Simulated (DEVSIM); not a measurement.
Device: abrupt Si n-p junction, at 300 K.

```csv
layer (left to right),material,thickness (μm),Nd (cm⁻³),Na (cm⁻³),τn (s),τp (s)
1,Si,33.0,9.6e16,-,5.2e-7,5.2e-7
2,Si,8.90,-,2.7e17,5.2e-7,5.2e-7
```

Left contact: ohmic. Right contact: ohmic. Voltage is applied to the left contact. Recombination: SRH at mid-gap, Auger. Mobility is μmin + (μ − μmin)/(1 + (N/Nref)^α).

The device is made up for the run: typed textbook-type constants, with dimensions and the other settings drawn at random. Values at 300 K.

```tsv
parameter	Si
gap (eV)	1.124
affinity (eV)	4.05
permittivity	11.7
Nc (cm⁻³)	2.86e19
Nv (cm⁻³)	3.1e19
μn (cm²/Vs)	1417
μp (cm²/Vs)	470
μn,min	52
μp,min	45
Nref,n	9.7e16
Nref,p	2.2e17
αn	0.68
αp	0.72
Cn (cm⁶/s)	2.8e-31
Cp (cm⁶/s)	9.9e-32
```

Simulated with DEVSIM: 1D drift-diffusion, Boltzmann statistics, complete ionisation; no tunnelling, impact ionisation, image-force lowering or self-heating.

Question: Tabulate band edges, carrier densities and field at 2.0 V on the left contact.

Answer: Energies count from the Fermi level of the right contact; mesh points crowd at the junctions.

| x (μm) | Ec (eV) | Ev (eV) | n (cm⁻³) | p (cm⁻³) | field (V/cm) |
|---|---|---|---|---|---|
| 0.000 | -1.853 | -2.977 | 9.6e16 | 1200 | ≈ 0 |
| 0.04256 | -1.853 | -2.977 | 9.6e16 | 1200 | ≈ 0 |
| 0.1605 | -1.853 | -2.977 | 9.6e16 | 1200 | ≈ 0 |
| 0.5084 | -1.853 | -2.977 | 9.6e16 | 1200 | ≈ 0 |
| 2.020 | -1.853 | -2.977 | 9.6e16 | 1200 | ≈ 0 |
| 5.638 | -1.853 | -2.977 | 9.6e16 | 1100 | ≈ 0 |
| 16.32 | -1.853 | -2.977 | 9.6e16 | 760 | ≈ 0 |
| 28.54 | -1.853 | -2.977 | 9.6e16 | 250 | ≈ 0 |
| 31.47 | -1.853 | -2.977 | 9.6e16 | < 1e2 | ≈ 0 |
| 32.46 | -1.853 | -2.977 | 9.6e16 | < 1e2 | ≈ 0 |
| 32.82 | -1.846 | -2.970 | 7.3e16 | < 1e2 | 5200 |
| 32.97 | -0.363 | -1.487 | 300 | 1100 | 210000 |
| 33.01 | 0.399 | -0.725 | < 1e2 | 2.1e7 | 220000 |
| 33.06 | 0.989 | -0.135 | < 1e2 | 1.6e17 | 15000 |
| 33.31 | 1.001 | -0.123 | < 1e2 | 2.7e17 | ≈ 0 |
| 33.91 | 1.001 | -0.123 | < 1e2 | 2.7e17 | ≈ 0 |
| 35.55 | 1.001 | -0.123 | 120 | 2.7e17 | ≈ 0 |
| 39.06 | 1.001 | -0.123 | 290 | 2.7e17 | ≈ 0 |
| 41.20 | 1.001 | -0.123 | 400 | 2.7e17 | ≈ 0 |
| 41.66 | 1.001 | -0.123 | 420 | 2.7e17 | ≈ 0 |
| 41.83 | 1.001 | -0.123 | 430 | 2.7e17 | ≈ 0 |
| 41.90 | 1.001 | -0.123 | 430 | 2.7e17 | ≈ 0 |
